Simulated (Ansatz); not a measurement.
A relaxation of the atoms of ScPt3 (P4mm, 4 atoms in the cell) with Ansatz (a program for electronic structure).

Computed with LDA (PW92), default PAW files made with PBE (plane waves; Ansatz).

The change in words: one atom moved by 0.15 angstrom; relax: default → atoms; relax.f_tol: default → 0.005 eV/Å. Reference geometry:
```xyz
4
Lattice="3.9643 0.0000 0.0000 0.0000 3.9643 0.0000 0.0000 0.0000 3.9643" Properties=species:S:1:pos:R:3 pbc="T T T"
Sc     0.0000     0.0000     0.0000
Pt     1.9822     1.9822     0.0000
Pt     0.0000     1.9822     1.9822
Pt     1.9822     0.0000     1.9822
```

Reference input (self-consistent single point, DFT, LDA (PW92), plane waves, default PAW files made with PBE): basis.ecutwfc = 30.9 Ry; kpoints.mp_grid.grid = 8 8 8; hamiltonian.xc = lda; hamiltonian.pseudopotentials = {kind: paw} (the program's default PAW files); scf.occupations.method = fermi_dirac; scf.occupations.width = 0.0073 Ry. This run's input differs from it in these lines:

```diff
@@ -6,3 +6,3 @@
   atoms:
-    - { symbol: Sc, position: [0.000000, 0.000000, 0.000000] }
+    - { symbol: Sc, position: [0.000000, 0.000000, 0.037838] }
     - { symbol: Pt, position: [0.500000, 0.500000, 0.000000] }
@@ -19,2 +19,4 @@
   occupations: { method: fermi_dirac, width: 0.0073 Ry }
+relax:
+  f_tol: 0.005
 output:
```

Log, with long lists cut:

```
   [... SCF lines of the steps left out ...]
relax step   1: F+E_penalty+E_count = -38828.28940304 eV  Δ(F+E_penalty+E_count) = +0.000e0 eV  max|allowed force component| = 1.082e0 eV/Å  Δτ_max = 0.0000 Å  (6 SCF iters, dr2 threshold 6.25e-7 eV, accepted)
relax step   2: F+E_penalty+E_count = -38828.36870021 eV  Δ(F+E_penalty+E_count) = -7.930e-2 eV  max|allowed force component| = 9.184e-2 eV/Å  Δτ_max = 0.1214 Å  (6 SCF iters, dr2 threshold 7.31e-5 eV, accepted)
relax step   3: F+E_penalty+E_count = -38828.36941922 eV  Δ(F+E_penalty+E_count) = -7.190e-4 eV  max|allowed force component| = 1.691e-3 eV/Å  Δτ_max = 0.0087 Å  (6 SCF iters, dr2 threshold 5.27e-7 eV, accepted)
relax step   4: F+E_penalty+E_count = -38828.36941922 eV  Δ(F+E_penalty+E_count) = -7.276e-11 eV  max|allowed force component| = 1.695e-3 eV/Å  Δτ_max = 0.0000 Å  (6 SCF iters, accepted)
the relaxation is at rest under the 8 symmetry operations that the run kept from its start: a minimum is not shown …
Stability not checked: this state was not tested for a lower state beside it, because too few of the mixer's solves of this state at the end of the SCF gave a …
Free energy (F): -38828.369419 eV
Internal energy: -38828.274918 eV  (E = F + TS)
E sigma→0 (E₀):  -38828.322169 eV
Entropy (-TS):   -0.094501 eV (-23.625 meV/atom)
Fermi energy:    20.304307 eV
--- Forces (eV/Å), atoms counted from 1 ---
  atom   1  Sc     0.00000000     0.00000000     0.00169534
   [... lines left out ...]
  atoms:
    - { symbol: Sc, position: [-1.3299215382919633e-33, 0.0, 0.009408934112904775] }
    - { symbol: Pt, position: [0.49999999999999994, 0.49999999999999994, 0.00949191225215873] }
    - { symbol: Pt, position: [1.0019956795350408e-33, 0.49999999999999994, 0.5094685768174683] }
    - { symbol: Pt, position: [0.49999999999999994, 0.0, 0.5094685768174683] }
```

The run converged.  The full log also holds: “iter 5 did not close the SCF: its close was put off for the readings that it lacked (scf_convergence_deferred on its scf_iter line)”. The full log also holds: “iter 4 did not close the SCF: its close was put off for the readings that it lacked (scf_convergence_deferred on its scf_iter line)”.

Summary of the result:
```
Quantity                                                  Value
-----------------------------------------------  --------------
Free energy E − TS (on the zero of these files)  -38828.3694 eV
Fermi level (on the code's own zero)                   20.30 eV
Pressure                                              -7.01 GPa
Largest force (vector length)                        0.002 eV/Å
Relaxation steps                                              4
```

The starting cell comes from a database of computed structures (which also holds hypothetical and non-ambient phases and stackings), without a prior relaxation at this level. Its lattice was rescaled by up to half a per cent. For this run, on top of that: one atom moved by 0.15 angstrom. Spin polarisation is off. The relaxation keeps the symmetry of its start, so its end need not be a minimum. Ansatz's pressure includes its estimate of the finite-basis (Pulay) stress.

Cost on one core of a shared machine: roughly 60 s.

Keys are those of Ansatz 0.2.
